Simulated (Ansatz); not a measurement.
Worked example: self-consistent single point of Ag (Im-3m, 1 atom in the cell) in Ansatz (an electronic-structure program).

Level of theory: LDA (PW92), harder PAW files (source: ansatz) made with PBE (plane waves; Ansatz).

The change in words: lattice scaled by 0.98; basis.ecutwfc: 30.9 Ry → 70.6 Ry; hamiltonian.pseudopotentials: {kind: paw} (the program's default PAW files) → {kind: paw, source: ansatz}. Reference geometry:
```yaml
crystal:
  lattice:
    - [-1.66393, 1.66393, 1.66393]
    - [1.66393, -1.66393, 1.66393]
    - [1.66393, 1.66393, -1.66393]
  atoms:
    - { symbol: Ag, position: [0.00000, 0.00000, 0.00000] }
```

Reference input (self-consistent single point, DFT, LDA (PW92), plane waves, default PAW files made with PBE): basis.ecutwfc = 30.9 Ry; kpoints.mp_grid.grid = 14 14 14; hamiltonian.xc = lda; hamiltonian.pseudopotentials = {kind: paw} (the program's default PAW files); scf.occupations.method = fermi_dirac; scf.occupations.width = 0.0073 Ry. This run's input differs from it in these lines:

Ansatz 0.2 input:
```diff
@@ -2,5 +2,5 @@
   lattice:
-    - [-1.66393300, 1.66393300, 1.66393300]
-    - [1.66393300, -1.66393300, 1.66393300]
-    - [1.66393300, 1.66393300, -1.66393300]
+    - [-1.63065400, 1.63065400, 1.63065400]
+    - [1.63065400, -1.63065400, 1.63065400]
+    - [1.63065400, 1.63065400, -1.63065400]
   atoms:
@@ -8,3 +8,3 @@
 basis:
-  ecutwfc: 30.9 Ry
+  ecutwfc: 70.6 Ry
 kpoints:
@@ -16,2 +16,3 @@
     kind: paw
+    source: ansatz
 scf:
```

Output (repeated stretches shortened):

```
SCF iter   1: F=—  HF=-7470.745331 eV  |F-HF|=—  |Δ(HF+E_count)|=         —  Δρ=7.74e-2  dr2=1.12e0  ethr=3.10e-3  ⟨swp⟩=5.5  Hψ=8098  notcnv=0
all-band conjugate gradients solve this SCF's bands
preconditioner: auto → Kerker (q_TF=auto, 2.770 Å⁻¹)
SCF iter   2: F=—  HF=-7470.422136 eV  |F-HF|=—  |Δ(HF+E_count)|=   3.23e-1  Δρ=2.26e-2  dr2=7.42e-2  ethr=3.10e-3  ⟨swp⟩=2.8  Hψ=3554  notcnv=0  defer=20
   [... lines left out ...]
SCF iter   4: F=—  HF=-7470.375904 eV  |F-HF|=—  |Δ(HF+E_count)|=   1.43e-2  Δρ=1.88e-3  dr2=2.80e-4  ethr=1.80e-4  ⟨swp⟩=1.3  Hψ=1596  notcnv=0  defer=20
SCF iter   5: F=—  HF=-7470.376040 eV  |F-HF|=—  |Δ(HF+E_count)|=   1.35e-4  Δρ=3.84e-4  dr2=1.94e-5  ethr=1.48e-6  ⟨swp⟩=2.6  Hψ=2513  notcnv=0  defer=20
SCF iter   6: F=—  HF=-7470.376037 eV  |F-HF|=—  |Δ(HF+E_count)|=   2.16e-6  Δρ=5.34e-5  dr2=2.60e-7  ethr=1.02e-7  ⟨swp⟩=2.6  Hψ=2055  notcnv=0  defer=20
SCF iter   7: F=-7470.376037 eV  HF=-7470.376037 eV  |F-HF|=1.35e-9  |Δ(HF+E_count)|=   6.27e-8  Δρ=6.89e-6  dr2=3.72e-9  ethr=5.26e-10  ⟨swp⟩=5.8  Hψ=6578  notcnv=0
SCF 1 converged in 7 iterations: F = -7470.376037 eV  dr2 = 3.72e-9
Free energy (F): -7470.376037 eV
Internal energy: -7470.361442 eV  (E = F + TS)
E sigma→0 (E₀):  -7470.368739 eV
Entropy (-TS):   -0.014596 eV (-14.596 meV/atom)
Fermi energy:    18.296284 eV
--- Forces (eV/Å), atoms counted from 1 ---
  atom   1  Ag     0.00000000     0.00000000     0.00000000
--- Stress (GPa, compression-positive) ---
       -8.022957       0.000000      -0.000000
        0.000000      -8.022957      -0.000000
       -0.000000      -0.000000      -8.022957
  P = ⅓ Tr σ = -8.0230 GPa (-80.230 kbar)
  The stress holds the Pulay correction. Without it, at fixed plane waves, as pw.x and ABINIT print it: P = -8.0353 GPa
```

The run converged in 7 iterations. Against the reference run the pressure goes from -12.25 to -8.02 GPa.

The starting cell comes from a database of computed structures (which also holds hypothetical and non-ambient phases and stackings), without a prior relaxation at this level. Its lattice was rescaled by up to half a per cent. For this run, on top of that: lattice scaled by 0.98. Ansatz's pressure includes its estimate of the finite-basis (Pulay) stress.
